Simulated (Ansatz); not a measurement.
Consider O vacancy in hexagonal La2O3, charge state +2. The step: a nearby O atom hops onto the vacant site; the atom moves 2.38 Å along (0.55, 0.27, 0.24) of the unit cell; the moving atom starts with neighbours La at 2.37, La at 2.42, 2 La at 2.46; 2 O at 2.90 Å and ends with La at 2.37, La at 2.42, 2 La at 2.46; 2 O at 2.90 Å. A PBE band in Ansatz (plane-wave PAW, the Γ point alone, 90 host sites, 30 SCF runs with any check of the saddle's order, static, no finite-size correction) gives a forward barrier of 0.67 eV. The saddle point's order was not checked, and it lies on a symmetry element of the cell, where a band can be held. The charge state is imposed; whether it is stable for some Fermi level was not computed. Forms of the defect that were not tried may lie lower.

Single points at the band's start and saddle point can refine it. Rough cost of one point, in units of the band's mean SCF on the same machine:

```
Level                                                     Cost of one point
--------------------------------------------------------  -----------------
PBE, a 2×2×2 k-point mesh shifted by half a step along c            about 9
r2SCAN at 500 eV, the Γ point alone                                 about 3
```

Q: Which of these move the barrier by more than 0.1 eV, and how far does each move it?

A: Not one does. PBE, a 2×2×2 k-point mesh shifted by half a step along c: -0.01 eV; r2SCAN at 500 eV, the Γ point alone: +0.03 eV. Each functional is compared with PBE at the same k-points.

Ansatz is an electronic-structure program.
